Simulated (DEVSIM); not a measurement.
System: illuminated Ge n-on-p cell, one wavelength, at 400 K.

```csv
layer (left to right),material,thickness (μm),Nd (cm⁻³),Na (cm⁻³),τn (s),τp (s),absorption coefficient (cm⁻¹)
1,Ge,0.170,4.2e18,-,0.00021,3.2e-5,210
2,Ge,35.0,-,1.2e15,0.00023,0.00023,210
```

Left contact: ohmic, minority hole recombination velocity 10000 cm/s. Right contact: ohmic, minority electron recombination velocity 6e5 cm/s. Voltage is applied to the left contact. Recombination: SRH at mid-gap, radiative, Auger. Light enters at the left, 3.4e17 photons cm⁻² s⁻¹, one pass, no reflection. Mobility is μmin + (μ − μmin)/(1 + (N/Nref)^α).

The device is made up for the run: typed textbook-type constants, with dimensions and the other settings drawn at random. Values at 300 K; Nc and Nv go as T^1.5, mobilities as T to minus their exponent, the gap by Varshni's rule with the affinity fixed.

| parameter | Ge |
|---|---|
| gap (eV) | 0.664 |
| affinity (eV) | 4 |
| permittivity | 16 |
| Nc (cm⁻³) | 1.04e19 |
| Nv (cm⁻³) | 6e18 |
| μn (cm²/Vs) | 3900 |
| μp (cm²/Vs) | 1900 |
| μn,min | 150 |
| μp,min | 100 |
| Nref,n | 2.6e17 |
| Nref,p | 4e17 |
| αn | 0.56 |
| αp | 0.6 |
| T exponent of μn | 1.66 |
| T exponent of μp | 2.33 |
| B (cm³/s) | 6.4e-14 |
| Cn (cm⁶/s) | 1e-31 |
| Cp (cm⁶/s) | 1e-31 |
| Varshni α (eV/K) | 0.000477 |
| Varshni β (K) | 235 |

DEVSIM, 1D drift-diffusion, Boltzmann statistics, complete ionisation; no tunnelling, impact ionisation, image-force lowering or self-heating.

Base results: potential step across the device at zero bias (V) 0.289; dark forward voltage at 100 A/cm² (V) 0.171.

Task: What follows from this one change: doping Na of layer 2 1.2e+15 → 3.6e+14 cm^-3?

Result: potential step across the device at zero bias 0.289 → 0.280 V; dark forward voltage at 100 A/cm² 0.171 → 0.166 V.

Task: What follows from this one change: thickness of layer 2 35 → 21 μm?

Result: potential step across the device at zero bias little changed (0.289 V); dark forward voltage at 100 A/cm² 0.171 → 0.143 V.
